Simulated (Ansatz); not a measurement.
Amorphous Al$_{28}$O$_{47}$P$_{2}$, 77 atoms at 2.90 g/cm³, one PBE-relaxed geometry, zone centre. Methods: PBE, scalar-relativistic without spin-orbit coupling (Ansatz, a first-principles code); r2SCAN, scalar-relativistic without spin-orbit coupling (Ansatz); HSE06, scalar-relativistic without spin-orbit coupling (Ansatz). Plane waves to 420 eV (r2SCAN 500 eV); exact exchange is cut at the cell's faces. At PBE the levels at the filled edge of the gap are localised (band-tail or defect states), and the nearest spread-out levels lie 3.9 eV apart at the zone centre. All rungs ran without spin polarisation.

The cell was made by melting and quenching with the CHGNet potential and then relaxed with DFT. O atoms were pushed apart under 1.9 Å during the dynamics, to hinder bonds among them. The hot cell started wider than the set density and was brought back towards it in steps. It is the lowest in DFT energy of 2 quenches. It is a model cell: composition and starting density were chosen by hand, and all elements were melted together. No dispersion term was used. Its density started from a set value of 3.01 and ended at 2.90 g/cm³. The simulated quench (nominally 410 K/ps over its main leg) is rapid and tends to freeze in more defects than a deposited or slowly cooled glass has. A cell of this size samples the disorder only roughly. Volume and shape were free in the relaxation.

The relaxation ran on the zone centre alone. At PBE the level gap is 3.11 eV on a 2×2×2 Γ-centred mesh, and the spacing at the zone centre alone 3.12 eV.

**Question.** What zone-centre spacing does r2SCAN give, roughly?

**Answer.** 3.71 eV (+0.59 eV against PBE).

**Question.** What zone-centre spacing does HSE06 give, roughly?

**Answer.** 4.79 eV (+1.67 eV against PBE).

The highest filled and the lowest empty state spread over these numbers of atoms (participation numbers): PBE: 4.3 and 59.0; r2SCAN: 4.2 and 56.2; HSE06: 4.3 and 56.9.
